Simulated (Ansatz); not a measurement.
# Pressure series in Cr

Base system: Cr in the bcc (W type) structure (space group Im-3m, No. 229; a = 2.848 Å; non-magnetic).

Cell and atoms are relaxed at each pressure.

Method: PBE/PAW in Ansatz (a program for electronic structure), without spin-orbit coupling.

```
pressure (GPa)  volume per atom (Å³/atom)
--------------  -------------------------
-2                                 11.641
-1                                 11.595
0                                  11.549
7                                  11.256
15                                 10.962
30                                 10.499
50                                 10.003
75                                      ?
100                                 9.111
```

Question: Fit the third-order Birch–Murnaghan form P(V) = (3B₀/2)[(V₀/V)^(7/3) − (V₀/V)^(5/3)]·[1 + (3/4)(B₀′ − 4)((V₀/V)^(2/3) − 1)] (squares taken in P) to the rows shown and predict the withheld row.

Answer: Least squares on the printed values gives V₀ = 11.549 Å³/atom, B₀ = 259 GPa, B₀′ = 4.1; this predicts 9.510 Å³/atom, and the run gives 9.511 Å³/atom, in agreement.

Load acts through the strain it causes; cell and atoms are relaxed under it. Whether these cells are dynamically stable was not tested. Competing high-pressure phases were not computed. Starting moments died away, wholly or in part, for the base; another magnetic solution may exist. The final runs are not spin-polarised. Real Cr is antiferromagnetic at low temperature and ambient pressure, an order that this cell doesn't hold.
